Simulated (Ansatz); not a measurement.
Consider WC (space group P-6m2, No. 187; a = 2.912 Å, c = 2.836 Å).

Structures relaxed with Ansatz (a program for electronic structure), r2SCAN, PAW, cutoff 500 eV, no spin-orbit coupling.

Base:

Simulated powder pattern, Cu Kα, λ = 1.54184 Å (kinematic, ideal powder, no thermal factors, no anomalous dispersion; the 8 strongest lines at most, above 2 %, up to 2θ = 90°):

```
2θ (°)  I/Imax (%)    hkl
------  ----------  -----
31.54           43  (001)
35.60          100  (100)
48.29           96  (101)
63.94           22  (110)
73.05           25  (111)
75.38           12  (200)
77.17           23  (102)
83.99           20  (201)
```

Perturbation: a hydrostatic pressure of 30 GPa.

**Question.** Predict the new powder pattern.

**Answer.** 
Simulated powder pattern, Cu Kα, λ = 1.54184 Å (kinematic, ideal powder, no thermal factors, no anomalous dispersion; the 8 strongest lines at most, above 2 %, up to 2θ = 90°):

```csv
2θ (°),I/Imax (%),hkl
32.14,43,(001)
36.48,100,(100)
49.39,96,(101)
65.65,22,(110)
74.98,25,(111)
77.50,12,(200)
78.98,23,(102)
86.38,21,(201)
```

The indices refer to the base's conventional cell; one index is shown for lines that coincide.

Load acts through the strain it causes; cell and atoms are relaxed under it. Whether these cells are dynamically stable was not tested. No other phases were tried under pressure. The final runs are not spin-polarised.
